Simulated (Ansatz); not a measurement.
Total g(r) from a molecular-dynamics run [in the run: under uneven stress (diagonal components 0.8 GPa apart); one k-point, which a denser mesh shifts by 0.4 GPa in pressure and 0.09 eV/Å in forces]. All values below come from PBE (plane waves, PAW; Ansatz, a first-principles code).

```json
[
 {"r (Å)": "1.02", "g(r)": "0.00"},
 {"r (Å)": "1.14", "g(r)": "0.00"},
 {"r (Å)": "1.26", "g(r)": "0.00"},
 {"r (Å)": "1.38", "g(r)": "0.00"},
 {"r (Å)": "1.50", "g(r)": "0.00"},
 {"r (Å)": "1.62", "g(r)": "0.00"},
 {"r (Å)": "1.74", "g(r)": "0.00"},
 {"r (Å)": "1.86", "g(r)": "0.00"},
 {"r (Å)": "1.98", "g(r)": "0.00"},
 {"r (Å)": "2.10", "g(r)": "0.00"},
 {"r (Å)": "2.22", "g(r)": "0.00"},
 {"r (Å)": "2.34", "g(r)": "0.00"},
 {"r (Å)": "2.46", "g(r)": "0.02"},
 {"r (Å)": "2.58", "g(r)": "4.03"},
 {"r (Å)": "2.70", "g(r)": "10.2"},
 {"r (Å)": "2.82", "g(r)": "0.82"},
 {"r (Å)": "2.94", "g(r)": "0.00"},
 {"r (Å)": "3.06", "g(r)": "0.00"},
 {"r (Å)": "3.18", "g(r)": "0.00"},
 {"r (Å)": "3.30", "g(r)": "0.00"},
 {"r (Å)": "3.42", "g(r)": "0.00"},
 {"r (Å)": "3.54", "g(r)": "0.00"},
 {"r (Å)": "3.66", "g(r)": "0.44"},
 {"r (Å)": "3.78", "g(r)": "2.78"},
 {"r (Å)": "3.90", "g(r)": "0.54"}
]
```

Problem. Which system gave this curve?
A) Ru (hcp), crystal, 302 K, 7.1 GPa
B) AlN (zinc blende; a metastable form), crystal, 313 K, 2.0 GPa
C) Ta (bcc), crystal, 288 K, 9.9 GPa
D) LiF (rock salt), crystal, 852 K

Solution. A, Ru (hcp), crystal, 302 K, 7.1 GPa
